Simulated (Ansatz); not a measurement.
## Short convergence ladders for CdPd (P4/mmm, 2 atoms in the cell)

```
CdPd
1.0
    3.02815     0.00000     0.00000
    0.00000     3.02815     0.00000
    0.00000     0.00000     3.68241
Cd Pd
1 1
Direct
  0.00000   0.00000   0.00000
  0.50000   0.50000   0.50000
```

Base method: LDA (PW92), default PAW files made with PBE (plane waves; Ansatz, a quantum-chemistry and plane-wave program).

Base settings: basis.ecutwfc = 420 eV; kpoints.mp_grid.grid = 11 11 9; hamiltonian.xc = lda; hamiltonian.pseudopotentials = {kind: paw} (the program's default PAW files); scf.occupations.method = fermi_dirac; scf.occupations.width = 0.1 eV.

**Zone-centre phonons against the mesh**

In this ladder: phonons.method = dfpt.

Frequencies are those of the unrelaxed cell, without the LO-TO term of polar crystals.

Only quantities that move along the ladder and can be compared are tabulated.

| kpoints.mp_grid.grid | highest zone-centre frequency (cm⁻¹) |
|---|---|
| 3 3 3 | 163.7 |
| 4 4 3 | 168.8 |
| 5 5 4 | 163.4 |
| 6 6 5 | 165.8 |
| 7 7 6 | 165.2 |
| 8 8 7 | 166.3 |
| 10 10 9 | 165.8 |
| 16 16 13 | 165.6 |
| 25 25 20 | 165.7 |

Coarsest kpoints.mp_grid.grid that holds the highest zone-centre frequency within 1 cm⁻¹ of the last step, with all finer ones: 6 6 5; the step before is off by 2.4 cm⁻¹.

**The q mesh of the phonons**

In this ladder: kpoints.mp_grid.grid = 12 12 12; phonons.method = dfpt.

Only quantities that move along the ladder and can be compared are tabulated.

Thermal sums run over frequencies interpolated from this q mesh.

| phonons.qmesh | zero-point energy (meV/atom) | vibrational free energy at 300 K (meV/atom) |
|---|---|---|
| 1 1 1 | 18.67 | -58.26 |
| 2 2 2 | 20.80 | -51.81 |
| 3 3 3 | 20.76 | -52.01 |

Coarsest phonons.qmesh that holds the zero-point energy within 0.2 meV/atom of the last step, with all finer ones: 2 2 2; the step before is off by 2.1 meV/atom.

Coarsest phonons.qmesh that holds the vibrational free energy at 300 K within 1 meV/atom of the last step, with all finer ones: 2 2 2; the step before is off by 6.3 meV/atom.

On the base run: the starting cell comes from a database of computed structures (which also holds hypothetical and non-ambient phases and stackings), without a prior relaxation at this level. Its lattice was rescaled by up to half a per cent. Spin polarisation is off. In the base run, with a pressure of about -8 GPa the cell is away from its equilibrium volume at this level.

Keys are those of Ansatz 0.2.
